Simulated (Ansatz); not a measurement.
# Ni (model structure, started from the simple cubic type, Pm-3m, No. 221, 1 atoms in the cell)

Method: PBEsol (plane waves, PAW; Ansatz, an electronic-structure program).

Numerical settings: plane-wave cutoff 520 eV, 24×24×24 k mesh, Fermi–Dirac smearing 0.05 eV, spin-polarised with parallel moments, scalar-relativistic PAW data made under PBE.

Cell (relaxed at this level):

```
Ni
1.0
    2.28909     0.00000     0.00000
    0.00000     2.28909     0.00000
    0.00000     0.00000     2.28909
Ni
1
Cartesian
  0.00000   0.00000   0.00000
```
Starting moments (μB, in the order of the record's atoms Ni): 2.0.

```yaml
band_gap: zero (no gap)
bulk modulus B0: 166 GPa
```

Note: the magnetic order was assumed, not searched for or taken from measurement; the bulk modulus is −V dP/dV from two relaxed cells at ±2 % in volume; the moments ended far under their starting size, a low-moment state that need not be the lowest; the relaxation could raise the start's symmetry but not lower it, so the cell can be a saddle point.

The result took around 40 core-seconds (rough).

A model structure was made by putting elements into a prototype or built by hand; it is no filed structure, need not be a known phase, and can be a saddle point held by its symmetry.
